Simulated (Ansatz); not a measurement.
Take GaN in the wurtzite structure (space group P6_3mc, No. 186; a = 3.152 Å, c = 5.138 Å) as the base. Axes: x lies along a and z along c of the hexagonal cell.

Computed with DFT with LDA, PAW potentials and a 420 eV plane-wave cutoff in Ansatz (a program for electronic structure), no SOC.

Before the change:

The pressure is 0.00 GPa.

One thing is altered: biaxial strain +0.60 %, plane normal [001], relaxed out of plane (Cartesian); in-plane vectors clamped, the third vector and the atoms free.

### Question
What does the calculation give for the out-of-plane strain and pressure after the change?

### Answer
The out-of-plane strain comes out as -0.29 %; the pressure (mean of the normal stresses, compression positive) goes from zero to -1.78 GPa.

Whether these cells are dynamically stable was not tested.
